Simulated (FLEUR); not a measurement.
A self-consistent single point of Ir (Fm-3m, 1 atom in the cell) with FLEUR.

Level of theory: FLEUR with PBE, all-electron FLAPW (FLEUR), scalar-relativistic valence.

The change in words: lattice scaled by 0.98. Reference geometry:
```
Ir
1.0
    0.00000     1.95067     1.95067
    1.95067     0.00000     1.95067
    1.95067     1.95067     0.00000
Ir
1
Direct
  0.00000   0.00000   0.00000
```

Reference input (self-consistent single point, DFT, PBE, all-electron FLAPW (FLEUR), scalar-relativistic valence): Kmax = 4.1 1/bohr; GmaxXC = 14.3 1/bohr; xcFunctional = pbe; jspins = 1; l_soc = F; mode = gauss; fermiSmearingEnergy = 0.00499791 Htr; mesh (inpgen div1-3) = 14 14 14; inpgen gamma flag = true; Gmax = 14.3 1/bohr; numbands = 0; maxIterBroyd = 40. This run's input differs from it in these lines:

```diff
@@ -3,6 +3,6 @@
 &input film=f /
-0.0000000000 0.7071067812 0.7071067812
-0.7071067812 0.0000000000 0.7071067812
+-0.0000000000 0.7071067812 0.7071067812
+0.7071067812 -0.0000000000 0.7071067812
 0.7071067812 0.7071067812 -0.0000000000
-5.2131113552
+5.1088500367
 1.0 1.0 1.0
@@ -42,5 +42,5 @@
          <bravaisMatrix>
-            <row-1>    0.0000000000000000     3.6862263904126418     3.6862263904126418</row-1>
-            <row-2>    3.6862263904126418     0.0000000000000000     3.6862263904126418</row-2>
-            <row-3>    3.6862263904126418     3.6862263904126418     0.0000000000000000</row-3>
+            <row-1>    0.0000000000000000     3.6125025050844388     3.6125025050844388</row-1>
+            <row-2>    3.6125025050844388     0.0000000000000000     3.6125025050844388</row-2>
+            <row-3>    3.6125025050844388     3.6125025050844388     0.0000000000000000</row-3>
          </bravaisMatrix>
```

The program printed (abridged):

```
 Iteration:     1   Distance:      15.87161054 me/bohr^3
 Iteration:     2   Distance:      14.64677700 me/bohr^3
 Iteration:     3   Distance:       6.40383590 me/bohr^3
 Iteration:     4   Distance:       1.29531982 me/bohr^3
 Iteration:     5   Distance:       1.09672734 me/bohr^3
   [... 4 lines left out ...]
 Iteration:    10   Distance:       0.00043796 me/bohr^3
 Iteration:    11   Distance:       0.00004343 me/bohr^3
 Iteration:    12   Distance:       0.00001850 me/bohr^3
 Iteration:    13   Distance:       0.00000308 me/bohr^3
 Run finished successfully
 Stop message:
   Structural relaxation: Done

[file out, last iteration]
             iter=     14
[...]
          total density-effective poten   -3.1296535396E+04
          total charge density-energy d   -3.4923270621E+02
 Updated energy parameters for spin:           1
[...]
 fermi energy and band-weighting factors:

[...]
FERMIE:
          first approx. to ef    (T=0)  :   0.660269 htr   (energy of the highest occ. eigenvalue)
          number of occ. states  (T=0)  :        786
          first approx. to seigv (T=0)  :  -2.404648 htr
          sum of weights of occ. states :   7.502915
          sum of semicore charge        :   0.000000 e
          fermi energy=   0.66054 har   work function= -17.97411 ev
          number of valence electrons=  15.00000
     band-weighting factor for spin=    1
   [... lines left out ...]
          total moment                 =     0.00000
 Direct bandgap for spin            1 :    1.7563903323161378E-002  Htr
   [... lines left out ...]
 ---->    (input%tkb*entropy) TS=              0.0000000000 htr
 ---->    free energy=                    -17858.1435906410 htr
      extrapolation for T->0
 ---->    total electron energy=          -17858.1435906410 htr
 ***** TOTAL FORCES ON ATOMS *****
 TOTAL FORCE FOR ATOM TYPE=  1  X=  0.000   Y=  0.000   Z=  0.000
                       FX_TOT= 0.000000 FY_TOT= 0.000000 FZ_TOT= 0.000000
 Structural relaxation: Done
```

The run converged in 13 iterations. FLEUR gives forces in its relaxation mode, with a further iteration, so its stop message speaks of a relaxation. Against the reference run the total energy goes up by 19.6 meV/atom.

The starting cell comes from a database of computed structures (which also holds hypothetical and non-ambient phases and stackings), without a prior relaxation at this level. Its lattice was rescaled by a random factor within 2.5 % of one. For this run, on top of that: lattice scaled by 0.98. Spin-orbit coupling is off. Spin polarisation is off. Values depend on the basis (sphere radii, cutoffs, local orbitals), which need not be converged. The log's line on a gap gives a spacing of levels on this mesh, which the program prints for metals too.
